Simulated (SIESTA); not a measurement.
Input and output of a relaxation of the atoms for Mg6BSb (P1, 8 atoms in the cell) (SIESTA).

Computed with GGA PBEsol, numerical atomic orbitals DZP, PseudoDojo PBEsol standard norm-conserving potentials (rewritten from UPF to PSML) (SIESTA).

The change in words: atoms moved at random; MD.TypeOfRun: default → CG; MD.Steps: default → 40; MD.MaxForceTol: default → 0.1 eV/Ang. Reference geometry:
```xyz
8
Lattice="4.4796 0.0000 0.0000 0.0000 2.9758 6.5163 0.0000 -2.9758 6.5163" Properties=species:S:1:pos:R:3 pbc="T T T"
Mg     0.0000    -1.5078     7.3463
Mg     0.0000     1.5078     7.3463
Mg     0.0000     0.0000     4.2120
Mg     2.2398    -1.6403     5.1734
Mg     2.2398     1.6403     5.1734
Mg     2.2398     0.0000     2.3211
B      0.0000     0.0000    11.9849
Sb     2.2398     0.0000     8.5727
```

Reference input (self-consistent single point, DFT, GGA PBEsol, numerical atomic orbitals DZP, PseudoDojo PBEsol standard norm-conserving potentials (rewritten from UPF to PSML)): XC.functional = GGA; XC.authors = PBEsol; potentials = PseudoDojo PBEsol standard; PAO.BasisSize = DZP; PAO.EnergyShift = 0.005 Ry; MeshCutoff = 350 Ry; kgrid.MonkhorstPack = 5 4 4; OccupationFunction = MP; OccupationMPOrder = 1; ElectronicTemperature = 0.05 eV; MaxSCFIterations = 150; SCF.Mixer.Method = Pulay. This run's input differs from it in these lines:

```diff
@@ -19,10 +19,10 @@
 %block AtomicCoordinatesAndAtomicSpecies
-     0.000000000    0.310340000    0.817040000  1
-     0.000000000    0.817040000    0.310340000  1
-     0.000000000    0.323190000    0.323190000  1
-     0.500000000    0.121350000    0.672570000  1
-     0.500000000    0.672570000    0.121350000  1
-     0.500000000    0.178100000    0.178100000  1
-     0.000000000    0.919610000    0.919610000  2
-     0.500000000    0.657790000    0.657790000  3
+     0.006959000    0.320945000    0.808801000  1
+    -0.006799000    0.813116000    0.310305000  1
+     0.000152000    0.329332000    0.318783000  1
+     0.497183000    0.116245000    0.680353000  1
+     0.487789000    0.673670000    0.123052000  1
+     0.518410000    0.171814000    0.172421000  1
+    -0.002142000    0.921246000    0.919433000  2
+     0.498448000    0.653622000    0.666841000  3
 %endblock AtomicCoordinatesAndAtomicSpecies
@@ -49,2 +49,5 @@
 Diag.ParallelOverK           true
+MD.TypeOfRun                 CG
+MD.Steps                     40
+MD.MaxForceTol               0.1 eV/Ang
 WriteForces                  true
```

The program printed (abridged):

```
        iscf     Eharris(eV)        E_KS(eV)     FreeEng(eV)     dDmax    Ef(eV) dHmax(eV)
   scf:    1   -12179.347648   -12218.182335   -12218.182744  1.785492 -3.896315 11.579062
   scf:    2   -12223.856093   -12224.952723   -12224.954755  0.870779 -3.535204  3.069460
   scf:    3   -12225.459592   -12225.367389   -12225.368266  0.205454 -3.578177  1.827594
   scf:    4   -12225.453623   -12225.423711   -12225.426007  0.101906 -3.589881  0.709788
   scf:    5   -12225.437728   -12225.435821   -12225.437620  0.041628 -3.614618  0.176075
   [... 5 lines left out ...]
   scf:   11   -12225.438290   -12225.438290   -12225.440255  0.000051 -3.618759  0.000136
   scf:   12   -12225.438290   -12225.438290   -12225.440255  0.000022 -3.618769  0.000086
   scf:   13   -12225.438290   -12225.438290   -12225.440255  0.000024 -3.618783  0.000018
   scf:   14   -12225.438290   -12225.438290   -12225.440255  0.000002 -3.618786  0.000014
SCF Convergence by DM+H criterion
max |DM_out - DM_in|         :     0.0000019186
max |H_out - H_in|      (eV) :     0.0000138507
SCF cycle converged after 14 iterations

Using DM_out to compute the final energy and forces

siesta: E_KS(eV) =           -12225.4383

siesta: E_KS - E_eggbox =    -12225.4383

siesta: Atomic forces (eV/Ang):
     1   -0.069618   -0.228460   -0.222609
     2    0.176129    0.000469    0.069439
     3   -0.016292   -0.082381   -0.134951
     4    0.118347    0.428226    0.070567
     5    0.182506   -0.302453    0.121143
     6   -0.366607   -0.128423    0.134761
     7   -0.063115    0.018569   -0.191836
     8    0.031941    0.279748    0.205521
   Tot   -0.006710   -0.014705    0.052035
   Max    0.428226
   Res    0.187220    sqrt( Sum f_i^2 / 3N )
   Max    0.428226    constrained

   [... lines left out ...]
outcell: Cell volume (Ang**3)        :    173.7274
        iscf     Eharris(eV)        E_KS(eV)     FreeEng(eV)     dDmax    Ef(eV) dHmax(eV)
siesta: FreeEng =    -12225.514958
siesta: Cell volume =        173.727412 Ang**3
siesta:           9.26495085          9.29128612  kBar
   [... lines left out ...]

              0.083   0.066

mulliken: Qtot =       78.000

Mulliken Atomic Populations:
Atom #   charge [q] valence [e]  Species
     1     0.510782    9.489218  Mg
     2     0.514026    9.485974  Mg
     3     0.147819    9.852181  Mg
     4     0.447953    9.552047  Mg
     5     0.435538    9.564462  Mg
     6    -0.095923   10.095923  Mg
     7    -1.326561    4.326561  B
     8    -0.633634   15.633634  Sb
 Total    -0.000000
```

The run converged. 

Summary of the result:
Free energy E − TS: -12225.5150 eV
Fermi level (on the code's own zero): -3.62 eV
Pressure: 0.93 GPa
Largest force (vector length): 0.072 eV/Å
Relaxation steps: 6

The starting cell comes from a database of computed structures (which also holds hypothetical and non-ambient phases and stackings), without a prior relaxation at this level. For this run, on top of that: atoms moved at random. Values carry the incompleteness of an atom-centred basis. The run gives no clean gap (levels at the Fermi energy touch, overlap or are partly filled at this smearing), which alone does not show that the compound is a metal.

Cost on one core of a shared machine: roughly 4 min.
